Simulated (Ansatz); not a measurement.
**Pressure series in ZnSnO3**

The parent structure is ZnSnO3 (space group R3c, No. 161; a = 5.278 Å, c = 14.009 Å (hexagonal axes)).

Cell and atoms are relaxed at each pressure.

Calculations: PBEsol (Ansatz, a first-principles code), spin-orbit coupling left out, earlier PAW set.

Candidates:
(a) pressure 3 GPa
(b) pressure −2 GPa
(c) pressure 30 GPa
(d) pressure −1 GPa

Base values:

* **Band gap**: 1.24 eV

Task: Order them by band gap, lowest first.

Result: (b) pressure −2 GPa (1.17 eV), (d) pressure −1 GPa (1.21 eV), (a) pressure 3 GPa (1.34 eV), (c) pressure 30 GPa (1.96 eV)

Load acts through the strain it causes; cell and atoms are relaxed under it. Stability against distortions was not tested. Competing high-pressure phases were not computed.
